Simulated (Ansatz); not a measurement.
Band structure of Si2W (I4/mmm, 3 atoms in the cell).

```yaml
crystal:
  lattice:
    - [-1.60736, 1.60736, 3.90103]
    - [1.60736, -1.60736, 3.90103]
    - [1.60736, 1.60736, -3.90103]
  atoms:
    - { symbol: Si, position: [0.33499, 0.33499, 0.00000] }
    - { symbol: Si, position: [0.66501, 0.66501, 0.00000] }
    - { symbol: W, position: [0.00000, 0.00000, 0.00000] }
```

Method of the run: PBE (plane waves, PAW; Ansatz, an electronic-structure program).

Settings: kpoints.mp_grid.grid = 12 12 12; hamiltonian.xc = pbe; hamiltonian.pseudopotentials = {kind: paw} (the program's default PAW files); scf.occupations.method = fermi_dirac; scf.occupations.width = 0.05 eV; kpoints.band_path.npoints = 8.

The starting cell comes from a database of computed structures (which also holds hypothetical and non-ambient phases and stackings), without a prior relaxation at this level. Spin-orbit coupling is off. Spin polarisation is off.

Levels in eV from the Fermi level, bands 8 to 14:
```json
[
 {"point": "Γ", "8": "-3.34", "9": "-2.87", "10": "-2.87", "11": "0.58", "12": "2.76", "13": "2.93", "14": "3.03"},
 {"point": "X", "8": "-5.48", "9": "-5.02", "10": "-3.24", "11": "-1.78", "12": "2.86", "13": "2.96", "14": "3.13"},
 {"point": "Y", "8": "-5.14", "9": "-4.07", "10": "-3.10", "11": "-2.35", "12": "2.03", "13": "2.13", "14": "3.05"},
 {"point": "S", "8": "-3.07", "9": "-2.75", "10": "-2.44", "11": "-0.34", "12": "1.81", "13": "2.49", "14": "3.54"},
 {"point": "Z", "8": "-2.58", "9": "-0.86", "10": "-0.86", "11": "-0.50", "12": "-0.50", "13": "0.76", "14": "4.59"},
 {"point": "S1", "8": "-3.07", "9": "-2.75", "10": "-2.44", "11": "-0.34", "12": "1.81", "13": "2.49", "14": "3.54"},
 {"point": "N", "8": "-4.86", "9": "-2.84", "10": "-2.76", "11": "-0.45", "12": "2.69", "13": "2.79", "14": "3.97"},
 {"point": "P", "8": "-6.59", "9": "-3.01", "10": "-2.43", "11": "-2.43", "12": "0.12", "13": "2.96", "14": "3.60"},
 {"point": "Y1", "8": "-5.14", "9": "-4.07", "10": "-3.10", "11": "-2.35", "12": "2.03", "13": "2.13", "14": "3.05"}
]
```

Bands cross the Fermi level along this path, so the cell is metallic at this level.

Keys are those of Ansatz 0.2.
